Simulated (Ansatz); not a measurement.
The starting structures come from a database of crystals and need not be the phases stable at ambient conditions.

## Evanescent states of LaPO4 (P6_222, not sure to be the ambient phase, 18 atoms a cell, 16.2 Å³ an atom) along the normal of (001)

The numbers are results of PBEsol (plane waves, PAW; Ansatz, an electronic-structure program), not measurements.

No gap correction and no spin-orbit coupling; mid-gap values are interpolated between computed energies.

Energies count from the valence-band top; κ is the least over a 6×6 mesh across the current.

```
E (eV)  κ (1/Å)  where
------  -------  -----
0.12      0.244      Γ
0.34      0.355      Γ
0.57      0.390      Γ
0.81      0.409      Γ
1.03      0.424      Γ
1.26      0.435      Γ
1.50      0.443      Γ
1.73      0.449      Γ
1.96      0.452      Γ
2.19      0.454      Γ
2.42      0.453      Γ
2.65      0.451      Γ
2.88      0.447      Γ
3.10      0.441      Γ
3.33      0.432      Γ
3.56      0.421      Γ
3.79      0.408      Γ
4.03      0.392      Γ
4.25      0.372      Γ
4.49      0.347      Γ
4.71      0.312      Γ
```

Task: How thick must the barrier be to attenuate the transmission by 10^6 when the electrodes' Fermi level lies at 1.03 eV, and what attenuation does that film give at 0.57 eV?

Result: d = 6 ln 10 / (2 × 0.424) = 16.3 Å. At 0.57 eV it gives 6 × 0.390/0.424 = 5.5 decades.
